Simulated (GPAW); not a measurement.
# A self-consistent single point of Pd (Fm-3m, 1 atom in the cell) with GPAW

Method of the run: PBE, GPAW PAW datasets PBE (gpaw-data 1.0.1) (plane waves; GPAW 25.7.0).

This input was run:

```python
from ase import Atoms
from ase.units import GPa
from gpaw import GPAW, PW, FermiDirac

atoms = Atoms(['Pd'],
              cell=[[0.000000, 1.950835, 1.950835],
                    [1.950835, 0.000000, 1.950835],
                    [1.950835, 1.950835, 0.000000]],
              positions=[[0.000000, 0.000000, 0.000000]],
              pbc=True)

calc = GPAW(mode=PW(600),
            xc='PBE',
            kpts={'size': (10, 10, 10), 'gamma': True},
            occupations=FermiDirac(0.1),
            nbands=-9,
            convergence={'density': 1e-05, 'energy': 1e-05},
            symmetry={'symmorphic': False, 'tolerance': 0.0005},
            maxiter=150,
            txt='-')

atoms.calc = calc

energy = atoms.get_potential_energy()
print('Energy (eV):', round(energy, 6))
forces = atoms.get_forces()
print('Forces (eV/Ang):')
print(forces.round(5))
stress = atoms.get_stress()
print('Stress (GPa, Voigt):', (stress / GPa).round(4))
```

Output, abridged:

```
Input parameters:
  convergence: {density: 1e-05,
                energy: 1e-05}
  kpts: {gamma: True,
         size: (10, 10, 10)}
  maxiter: 150
  mode: {ecut: 600.0,
         name: pw}
  nbands: -9
  occupations: {fixmagmom: False,
                name: fermi-dirac,
                width: 0.1}
  symmetry: {symmorphic: False,
             tolerance: 0.0005}
  xc: PBE

species:
  Pd:
    name: Palladium
    Z: 46.0
    valence: 16
    core: 30
    charge: 0.0
    file: Pd.PBE.gz

    # Using partial waves for Pd as LCAO basis

Reference energy: -137227.490718  # eV

Spin-paired calculation

Convergence criteria:
 Maximum [total energy] change in last 3 cyles: 1e-05 eV / valence electron
 Maximum integral of absolute [dens]ity change: 1e-05 electrons / valence electron
 Maximum integral of absolute [eigenst]ate change: 4e-08 eV^2 / valence electron
 Maximum number of scf [iter]ations: 150

Symmetries present (total): 48
Symmetries with fractional translations: 0
1000 k-points: 10 x 10 x 10 Monkhorst-Pack grid + [1/20,1/20,1/20]
47 k-points in the irreducible part of the Brillouin zone
       k-points in crystal coordinates                weights
   0:     0.00000000    0.00000000    0.00000000          1/1000
   1:     0.10000000    0.10000000    0.00000000          6/1000
   2:     0.10000000    0.10000000    0.10000000          8/1000
   [... 7 lines left out ...]
          ...
  46:     0.50000000    0.50000000    0.50000000          4/1000

Wave functions: Plane wave expansion
  Cutoff energy: 600.000 eV
  Number of coefficients (min, max): 468, 531
  Pulay-stress correction: 0.000000 eV/Ang^3 (de/decut=0.000000)

Occupation numbers: Fermi-Dirac:
  width: 0.1000  # eV

Eigensolver

Densities:
  Coarse grid: 16*16*16 grid
  Fine grid: 32*32*32 grid
  Total Charge: 0.000000

Density mixing:
  Method: separate
  Backend: pulay
  Linear mixing parameter: 0.05
  old densities: 5
  Damping of long wavelength oscillations: 50

Hamiltonian:
  XC and Coulomb potentials evaluated on a 32*32*32 grid
  External potential:
    NoExternalPotential

XC parameters: PBE with 2 nearest neighbor stencil

Number of atoms: 1
Number of atomic orbitals: 12
Number of bands in calculation: 17
Number of valence electrons: 16
Bands to converge: occupied

Density initialized from atomic densities
  12 bands from LCAO basis set
  5 bands from random numbers

Atomic positions and initial magnetic moments

Positions:
   0 Pd     0.000000    0.000000    0.000000    ( 0.0000,  0.0000,  0.0000)

Unit cell:
           periodic     x           y           z      points  spacing
  1. axis:    yes    0.000000    1.950835    1.950835    16     0.1408
  2. axis:    yes    1.950835    0.000000    1.950835    16     0.1408
  3. axis:    yes    1.950835    1.950835    0.000000    16     0.1408

  Lengths:   2.758897   2.758897   2.758897
  Angles:   60.000000  60.000000  60.000000

Effective grid spacing dv^(1/3) = 0.1536

     iter     time        total  log10-change:
                         energy   eigst   dens
iter:   1 --:--:--    -4.835584
iter:   2 --:--:--    -4.607092   -2.30  -1.23
iter:   3 --:--:--    -3.932261   -1.38  -1.28
iter:   4 --:--:--    -3.960389   -3.22  -2.01
iter:   5 --:--:--    -3.888286   -2.97  -1.97
iter:   6 --:--:--    -3.887053   -4.00  -2.73
iter:   7 --:--:--    -3.888006   -4.84  -3.22
iter:   8 --:--:--    -3.886772   -4.67  -2.86
iter:   9 --:--:--    -3.886767   -6.67  -4.19
iter:  10 --:--:--    -3.886770c  -7.71c -4.70
iter:  11 --:--:--    -3.886768c  -8.29c -4.40
iter:  12 --:--:--    -3.886767c  -8.00c -4.62
iter:  13 --:--:--    -3.886767c  -9.98c -5.88c

Converged after 13 iterations.

Dipole moment: (-0.000000, -0.000000, 0.000000) |e|*Ang

Energy contributions relative to reference atoms: (reference = -137227.490718)

Kinetic:         -1.855703
Potential:       -2.592377
External:        +0.000000
XC:              +0.745020
Entropy (-ST):   -0.055393
Local:           -0.156011
SIC:             +0.000000
--------------------------
Free energy:     -3.914464
Extrapolated:    -3.886767

Showing only first 2 kpts
 Kpt  Band  Eigenvalues  Occupancy
  0     6      6.58844    2.00000
  0     7      8.17588    1.99999
  0     8      8.17588    1.99999
  0     9     26.84067    0.00000

  1     6      6.80514    2.00000
  1     7      7.91772    2.00000
  1     8      8.27884    1.99998
  1     9     27.32596    0.00000

Fermi level: 9.43705

No gap
No difference between direct/indirect transitions
Energy (eV): -3.886767

Forces in eV/Ang:
  0 Pd    0.00000    0.00000   -0.00000

Stress tensor:
    -0.037060     0.000000     0.000000
     0.000000    -0.037060     0.000000
     0.000000     0.000000    -0.037060
Stress (GPa, Voigt): [-5.9376 -5.9376 -5.9376  0.      0.      0.    ]
```

The run converged in 13 iterations. GPAW prints stress with tension positive.

The starting cell has typed, rounded lattice constants, without a prior relaxation at this level. Its lattice was rescaled by up to half a per cent. Spin polarisation is off. With a pressure of about 6 GPa the cell is away from its equilibrium volume at this level.
